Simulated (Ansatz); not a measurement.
# B4C: response to strain

Consider B4C (space group Cm, No. 8; a cell from a computed database, its experimental status unchecked).

```xyz
15
Lattice="4.3713 -2.7898 0.0000 4.3713 2.7898 0.0000 -2.4174 0.0000 4.4083" Properties=species:S:1:pos:R:3 pbc="T T T"
B      2.2726     0.0000     3.6957
B      4.6257    -0.8980     2.1335
B      4.6257     0.8980     2.1335
B      1.6771     0.9067     2.2282
B      1.6771    -0.9067     2.2282
B      2.2474     0.0000     0.7972
B      4.0661     0.0000     3.5792
B      3.1924    -1.4200     3.0641
B      3.1924     1.4200     3.0641
B      3.1188     1.4331     1.3172
B      3.1188    -1.4331     1.3172
B     -2.3846     0.0000     4.3549
C      3.9757     0.0000     0.7743
C     -1.0323     0.0000     3.8851
C      7.4299     0.0000     0.4566
```

Cartesian axes are those of the cell as printed.

Strains are applied to the cell and any free atomic positions relax; under biaxial strain the out-of-plane vector relaxes too; under stress the whole cell relaxes.

Level of theory: PBEsol in Ansatz (plane waves to 420 eV, PAW, scalar-relativistic without spin-orbit coupling).

| case | gap character | smallest direct gap | shortest interatomic distance |
|---|---|---|---|
| base | indirect, Y₂ → A | 3.01 eV | 1.432 Å |
| biaxial strain +3.84 %, plane normal [001], relaxed out of plane | ___ | 3.13 eV | ___ |
| isotropic strain −5.03 % | indirect, Y₂ → V₂ | 3.00 eV | 1.394 Å |
| uniaxial strain ε_yy = −4.67 % | indirect, Y₂ → A | ___ | 1.424 Å |
| uniaxial stress, 8 GPa compression along z | indirect, Y₂ → V₂ | ___ | 1.430 Å |

Q: What belongs in the blanks?

A: 
- biaxial strain +3.84 %, plane normal [001], relaxed out of plane, gap character: indirect, Y₂ → M₂
- biaxial strain +3.84 %, plane normal [001], relaxed out of plane, shortest interatomic distance: 1.449 Å
- uniaxial strain ε_yy = −4.67 %, smallest direct gap: 2.93 eV
- uniaxial stress, 8 GPa compression along z, smallest direct gap: 3.10 eV

Gaps are Kohn–Sham eigenvalue differences; semilocal functionals usually give less than the measured gap. Beyond what the load breaks, stability against distortions was not tested.

Ansatz is an electronic-structure program.
